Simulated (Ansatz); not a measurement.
## What biaxial strain −1.50 %, plane normal [001], relaxed out of plane does to Pt

Start from Pt in the fcc (Cu type) structure (space group Fm-3m, No. 225; a = 3.942 Å; relaxed with 0.1 eV smearing). Axes: x, y, z lie along the cube axes.

One thing is altered: biaxial strain −1.50 %, plane normal [001], relaxed out of plane (Cartesian); in-plane vectors clamped, the third vector and the atoms free.

Method: r2SCAN (Ansatz, an electronic-structure program; PAW; 500 eV plane waves; spin-orbit coupling left out). Settings: 29×29×29 k-points, 0.1 eV Fermi–Dirac smearing.

* **Volume per atom**: 15.17 Å³ (base 15.31 Å³)
* **Space group**: I4/mmm (No. 139) (base Fm-3m (No. 225))
* **Energy relative to the base (free energy F)**: +5.5 meV/atom
* **Pressure (mean of the normal stresses, compression positive)**: 2.7 GPa (base 0.0 GPa)
* **Band gap**: zero (base zero)
* **Out-of-plane strain**: +2.14 %
* **Ratio −ε⊥/ε∥**: 1.42
* **Mean in-plane stress (compression positive)**: +4.0 GPa

Final structure (turned so that z lies along the plane normal):

```
Pt
1.0
    2.74544     0.00000     0.00000
    0.00000     2.74544     0.00000
    1.37272    -1.37272     2.01297
Pt
1
Direct
  0.00000   0.00000   0.00000
```

No phonon test of stability was made. All final runs are without spin polarisation.
